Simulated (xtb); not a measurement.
xtb 6.7.1, GFN2-xTB: Bi(Me)2 ([CH3][Bi+][CH3]), charge +1, multiplicity 1, 9 atoms. The geometry is a generated start, not checked to be a minimum at this level.

- run flags = --grad
- method = GFN2-xTB
- --acc = 1 (default)
- --etemp (K) = 300 (default)
- basis functions = 18
- valence electrons = 18

```xyz
9

Bi     0.9199     0.3064     1.1784
C      1.1933     0.2116    -1.0011
H      1.7909    -0.6713    -1.2237
H      1.7792     1.0543    -1.3499
H      0.2577     0.1404    -1.5363
C     -1.2093    -0.2143     1.0247
H     -1.3601    -1.0170     0.3126
H     -1.7258     0.6493     0.6139
H     -1.6457    -0.4594     1.9815
```

Charge 1 and multiplicity 1 are set for this test and not shown to be the ground state.

One run each on 1 thread. Values of broydamp tried: 0.02, 0.05, 0.1, 0.2, 0.4 (default), 0.6, 0.8, 1.

Task: How does the count of SCC iterations change with broydamp, and where is it least?

Result: Fewest SCC iterations, within one of each other: 0.2 with 13, 0.4 (default) with 13, 0.6 with 14. The count rises to 21 at 0.02. All converge to one solution.

```json
[
 {"broydamp": "0.02", "SCC iterations": "21", "end": "same solution"},
 {"broydamp": "0.05", "SCC iterations": "19", "end": "same solution"},
 {"broydamp": "0.1", "SCC iterations": "17", "end": "same solution"},
 {"broydamp": "0.2", "SCC iterations": "13", "end": "same solution"},
 {"broydamp": "0.4 (default)", "SCC iterations": "13", "end": "same solution"},
 {"broydamp": "0.6", "SCC iterations": "14", "end": "same solution"},
 {"broydamp": "0.8", "SCC iterations": "15", "end": "same solution"},
 {"broydamp": "1", "SCC iterations": "16", "end": "same solution"}
]
```
